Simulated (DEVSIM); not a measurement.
Device: abrupt Si n-p junction, at 300 K.

```csv
layer (left to right),material,thickness (μm),Nd (cm⁻³),Na (cm⁻³),τn (s),τp (s)
1,Si,14.0,2.3e18,-,7.5e-7,7.5e-7
2,Si,0.310,-,1.6e14,7.5e-7,7.5e-7
```

Left contact: ohmic. Right contact: ohmic. Voltage is applied to the left contact. Recombination: SRH at mid-gap, Auger. Gap narrowing is on: ΔEg = 6.92 meV × (l + √(l² + 0.5)), l = ln(N/1.3e17 cm⁻³), shared equally by both band edges. Mobility is μmin + (μ − μmin)/(1 + (N/Nref)^α).

This is a model device: material constants are rounded textbook-type values typed into the input, and sizes, dopings and lifetimes were drawn at random. Values at 300 K.

```
parameter           Si
-------------  -------
gap (eV)         1.124
affinity (eV)     4.05
permittivity      11.7
Nc (cm⁻³)      2.86e19
Nv (cm⁻³)       3.1e19
μn (cm²/Vs)       1417
μp (cm²/Vs)        470
μn,min              52
μp,min              45
Nref,n          9.7e16
Nref,p          2.2e17
αn                0.68
αp                0.72
Cn (cm⁶/s)     2.8e-31
Cp (cm⁶/s)     9.9e-32
```

DEVSIM, 1D drift-diffusion, Boltzmann statistics, complete ionisation; no tunnelling, impact ionisation, image-force lowering or self-heating.

The doping Na of layer 2 was swept, all else fixed.

```json
[
 {"doping Na of layer 2 (cm^-3)": "4.8e12", "dark forward voltage at 1 A/cm² (V)": "0.256", "potential step across the device at zero bias (V)": "0.633", "dark forward voltage at 100 A/cm² (V)": "0.402"},
 {"doping Na of layer 2 (cm^-3)": "1.6e13", "dark forward voltage at 1 A/cm² (V)": "?", "potential step across the device at zero bias (V)": "0.664", "dark forward voltage at 100 A/cm² (V)": "?"},
 {"doping Na of layer 2 (cm^-3)": "4.8e13", "dark forward voltage at 1 A/cm² (V)": "0.315", "potential step across the device at zero bias (V)": "0.693", "dark forward voltage at 100 A/cm² (V)": "0.463"},
 {"doping Na of layer 2 (cm^-3)": "1.6e14", "dark forward voltage at 1 A/cm² (V)": "0.347", "potential step across the device at zero bias (V)": "0.724", "dark forward voltage at 100 A/cm² (V)": "0.494"},
 {"doping Na of layer 2 (cm^-3)": "4.8e14", "dark forward voltage at 1 A/cm² (V)": "0.378", "potential step across the device at zero bias (V)": "0.752", "dark forward voltage at 100 A/cm² (V)": "0.526"},
 {"doping Na of layer 2 (cm^-3)": "1.6e15", "dark forward voltage at 1 A/cm² (V)": "0.415", "potential step across the device at zero bias (V)": "0.783", "dark forward voltage at 100 A/cm² (V)": "0.563"},
 {"doping Na of layer 2 (cm^-3)": "4.8e15", "dark forward voltage at 1 A/cm² (V)": "0.462", "potential step across the device at zero bias (V)": "0.812", "dark forward voltage at 100 A/cm² (V)": "0.603"}
]
```

Fill in the missing entries.


- 1.6e13, dark forward voltage at 1 A/cm² (V): 0.287
- 1.6e13, dark forward voltage at 100 A/cm² (V): 0.434
